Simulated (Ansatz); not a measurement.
**C11b WSi₂**

Method: RPBE (Ansatz, a quantum-chemistry and plane-wave program, PAW).

Settings: plane-wave cutoff 520 eV, 28×28×28 k mesh, Fermi–Dirac smearing 0.042 eV (set by the program), no spin polarisation, scalar-relativistic PAW data made under PBE.

Cell (relaxed at this level):

```cif
data_Si2W
_chemical_formula_sum 'Si2 W1'
_space_group_name_H-M_alt 'P 1'
_space_group_IT_number 1
_cell_length_a 4.56635
_cell_length_b 4.56635
_cell_length_c 4.56635
_cell_angle_alpha 138.403
_cell_angle_beta 138.403
_cell_angle_gamma 60.286
loop_
_space_group_symop_operation_xyz
  'x, y, z'
loop_
_atom_site_label
_atom_site_type_symbol
_atom_site_fract_x
_atom_site_fract_y
_atom_site_fract_z
_atom_site_occupancy
Si1 Si 0.66546 0.66546 0.00000 1
Si2 Si 0.33454 0.33454 0.00000 1
W1 W 0.00000 0.00000 0.00000 1
```

- elastic constant C11: 410 GPa
- elastic constant C12: 110 GPa
- elastic constant C13: 88.5 GPa
- elastic constant C33: 516 GPa
- elastic constant C44: 195 GPa
- elastic constant C66: 195 GPa
- Voigt–Reuss–Hill bulk modulus: 212 GPa
- Voigt–Reuss–Hill shear modulus (Hill average): 186 GPa
- Young modulus: 431 GPa
- Poisson ratio: 0.161

Measured, for comparison: elastic constant C11 443 GPa, elastic constant C12 122 GPa, elastic constant C13 81 GPa, elastic constant C33 552 GPa, elastic constant C44 212 GPa, elastic constant C66 218 GPa (temperature not stated, no zero-point or thermal correction; as tabulated in Friák et al. (2018), doi:10.3390/nano8121057). Computed (rounded) less measured: elastic constant C11 -7 %, elastic constant C12 -10 %, elastic constant C13 +9 %, elastic constant C33 -7 %, elastic constant C44 -8 %, elastic constant C66 -11 %. A static lattice is as a rule a little smaller and stiffer than an uncorrected measurement, which narrows the difference in the elastic constant C13 and would widen misses of the other sign.

Elastic constants are with the ions relaxed.

Spin–orbit coupling is not included.

Computed values are for the static lattice.

It cost roughly 2.2 core-hours of CPU time.
